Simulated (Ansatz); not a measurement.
Consider HfO2 in the fluorite structure (space group Fm-3m, No. 225; a = 5.044 Å).

Level of theory: PBEsol (Ansatz, an electronic-structure program), no SOC.

One change was made to it. Results:

| quantity | base | after |
|---|---|---|
| volume per atom | 10.69 Å³ | 10.66 Å³ |
| band gap | 3.69 eV | 3.70 eV |

Problem. Name the change that was made.
A) pressure 15 GPa
B) pressure 0.9 GPa
C) pressure −2 GPa
D) pressure 4.5 GPa
E) pressure 22.5 GPa

Solution. B, pressure 0.9 GPa. For comparison, the volume per atom in the other runs: pressure 22.5 GPa gives 9.94 Å³; pressure −2 GPa gives 10.78 Å³; pressure 4.5 GPa gives 10.52 Å³; pressure 15 GPa gives 10.16 Å³.

With Hf present, leaving out spin-orbit coupling can change the band edges. Load acts through the strain it causes; cell and atoms are relaxed under it. Whether these cells are dynamically stable was not tested. Competing high-pressure phases were not computed. This is not the structure that HfO2 has at room temperature and ambient pressure.
